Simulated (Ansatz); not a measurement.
## ZrO2: O vacancy, symmetric start

Consider a 24-atom supercell of ZrO$_{2}$ (space group P4_2/nmc, No. 137; a = 3.584 Å, c = 5.179 Å) at its relaxed geometry.

Now apply this change: one O atom is removed, atoms relaxed at fixed cell.

Method: PBEsol/PAW in Ansatz (a quantum-chemistry and plane-wave program), without spin-orbit coupling, earlier PAW set. Settings: 5×5×5 k-points, 0.01 eV Fermi–Dirac smearing.

The gap of the supercell decreases by 3.02 eV to 0.99 eV and the total moment of the cell comes out as 0.0 μB. The energy gained by relaxation is 0.14 eV and the largest displacement of a host atom from its site in the perfect cell is 0.09 Å. The mean distance from the defect site to its nearest host atoms drops by 0.05 Å, from 2.07 Å to 2.02 Å.

Cost of the whole job for the changed cell (relaxation, final SCF and bands): around 16 core-minutes (rough).

The magnetic state is the one reached from the starting moments; the real material's order can differ, and small cells can't hold many antiferromagnetic ones. In so small a cell the defect repeats every few ångströms: this is an ordered compound, not a dilute defect. The defect started on the symmetric site and kept its symmetry, so it may sit on a saddle. Starting moments died away, wholly or in part, for O vacancy; another magnetic solution may exist. The defect cell is spin-polarised and ends with 0.0 μB. This is not the structure that ZrO2 has at room temperature and ambient pressure.
